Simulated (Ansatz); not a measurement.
The reference is VSi₂ (space group P6_222, No. 180; a = 4.531 Å, c = 6.325 Å; weakly magnetic (sensitive to the mesh)). Axes: x lies along a and z along c of the hexagonal cell.

Calculations: r2SCAN (Ansatz, a first-principles code, PAW, without spin-orbit coupling).

For the base:

Volume per atom: 12.49 Å³

Modification: uniaxial stress, 2 GPa tension along z; all other stress components relax to zero.

Task: What happens to the volume per atom?

Result: The volume per atom increases by 0.04 Å³ to 12.53 Å³.

Task: What does the calculation give for the energy relative to the base after the change?

Result: The energy grows by 0.4 meV/atom.

Other magnetic orders, which the real material may have, were not ruled out. Without a gap, meshes like the base's 12×12×8 leave anisotropic stresses uncertain by several tenths of a GPa, and small strain energies with them. Load acts through the strain it causes; cell and atoms are relaxed under it. Stability under load was not tested beyond the relaxation. Starting moments died away, wholly or in part, for the base; another magnetic solution may exist.
